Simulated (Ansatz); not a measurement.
Worked example: self-consistent single point of Sr4Bi2O (I4mm, 7 atoms in the cell) in Ansatz (a program for electronic structure).

Level of theory: PBEsol, default PAW files made with PBE (plane waves; Ansatz).

The change in words: lattice scaled by 0.98; basis.ecutwfc: 420 eV → 460 eV. Reference geometry:
```
CELL_PARAMETERS angstrom
     -2.50747     2.50747     8.79961
      2.50747    -2.50747     8.79961
      2.50747     2.50747    -8.79961
ATOMIC_POSITIONS crystal
  Sr 0.83781 0.83781 0.00000
  Sr 0.17023 0.17023 0.00000
  Sr 0.99808 0.49808 0.50000
  Sr 0.49808 0.99808 0.50000
  Bi 0.63778 0.63778 0.00000
  Bi 0.36026 0.36026 0.00000
  O  0.99020 0.99020 0.00000
```

Reference input (self-consistent single point, DFT, PBEsol, plane waves, default PAW files made with PBE): basis.ecutwfc = 420 eV; kpoints.mp_grid.grid = 3 3 3; hamiltonian.xc = pbesol; hamiltonian.pseudopotentials = {kind: paw} (the program's default PAW files); scf.occupations.method = fermi_dirac; scf.occupations.width = 0.02 eV. This run's input differs from it in these lines:

Ansatz 0.2 input:
```diff
@@ -2,5 +2,5 @@
   lattice:
-    - [-2.507475, 2.507475, 8.799607]
-    - [2.507475, -2.507475, 8.799607]
-    - [2.507475, 2.507475, -8.799607]
+    - [-2.457326, 2.457326, 8.623615]
+    - [2.457326, -2.457326, 8.623615]
+    - [2.457326, 2.457326, -8.623615]
   atoms:
@@ -14,3 +14,3 @@
 basis:
-  ecutwfc: 420.0
+  ecutwfc: 460.0
 kpoints:
```

Output (repeated stretches shortened):

```
SCF iter   1: F=—  HF=-39021.775954 eV  |F-HF|=—  |Δ(HF+E_count)|=         —  Δρ=7.31e-3  dr2=1.22e-1  ethr=1.77e-3  ⟨swp⟩=14.0  Hψ=1706  notcnv=0  defer=1
all-band conjugate gradients solve this SCF's bands
preconditioner: auto → Resta (q_TF=auto, 2.306 Å⁻¹)
SCF iter   2: F=—  HF=-39021.754984 eV  |F-HF|=—  |Δ(HF+E_count)|=   2.10e-2  Δρ=3.60e-3  dr2=1.79e-2  ethr=1.60e-4  ⟨swp⟩=3.0  Hψ=527  notcnv=0  defer=11
   [... lines left out ...]
SCF iter   4: F=—  HF=-39021.750896 eV  |F-HF|=—  |Δ(HF+E_count)|=   4.62e-4  Δρ=1.56e-4  dr2=9.76e-5  ethr=2.64e-6  ⟨swp⟩=2.3  Hψ=403  notcnv=0  defer=12
SCF iter   5: F=—  HF=-39021.751078 eV  |F-HF|=—  |Δ(HF+E_count)|=   1.82e-4  Δρ=4.87e-5  dr2=6.84e-6  ethr=1.28e-7  ⟨swp⟩=3.0  Hψ=584  notcnv=0  defer=12
SCF iter   6: F=—  HF=-39021.751077 eV  |F-HF|=—  |Δ(HF+E_count)|=   1.26e-6  Δρ=1.90e-5  dr2=7.04e-7  ethr=9.00e-9  ⟨swp⟩=2.0  Hψ=471  notcnv=0  defer=12
SCF iter   7: F=-39021.751077 eV  HF=-39021.751077 eV  |F-HF|=5.01e-9  |Δ(HF+E_count)|=   1.58e-7  Δρ=4.47e-6  dr2=5.36e-8  ethr=1.32e-10  ⟨swp⟩=12.7  Hψ=1351  notcnv=0
SCF 1 converged in 7 iterations: F = -39021.751077 eV  dr2 = 5.36e-8
Free energy (F): -39021.751077 eV
Internal energy: -39021.751077 eV  (E = F + TS)
E sigma→0 (E₀):  -39021.751077 eV
Fermi energy:    9.192383 eV
--- Forces (eV/Å), atoms counted from 1 ---
  atom   1  Sr     0.00000000     0.00000000    -0.23389591
  atom   2  Sr    -0.00000000     0.00000000     0.00514484
  atom   3  Sr     0.00000000    -0.00000000     0.10290769
  atom   4  Sr    -0.00000000    -0.00000000     0.10290769
  atom   5  Bi    -0.00000000     0.00000000     0.08274597
  atom   6  Bi     0.00000000    -0.00000000     0.00448016
  atom   7  O      0.00000000     0.00000000    -0.06428704
--- Stress (GPa, compression-positive) ---
        1.731619       0.000000      -0.000000
        0.000000       1.731619      -0.000000
       -0.000000       0.000000       1.282941
  P = ⅓ Tr σ = 1.5821 GPa (15.821 kbar)
  The stress holds the Pulay correction. Without it, at fixed plane waves, as pw.x and ABINIT print it: P = 1.5630 GPa
```

The run converged in 7 iterations. Against the reference run the free energy rises by 1.3 meV/atom, the pressure goes from -1.05 to 1.58 GPa, the largest force goes from 0.098 to 0.234 eV/Å and the gap on the mesh goes from 0.902 to 0.810 eV.

The starting cell comes from a database of computed structures (which also holds hypothetical and non-ambient phases and stackings), without a prior relaxation at this level. Its lattice was rescaled by up to half a per cent. One atom was moved a little off its site on purpose. For this run, on top of that: lattice scaled by 0.98. Spin-orbit coupling is off. Ansatz's pressure includes its estimate of the finite-basis (Pulay) stress.
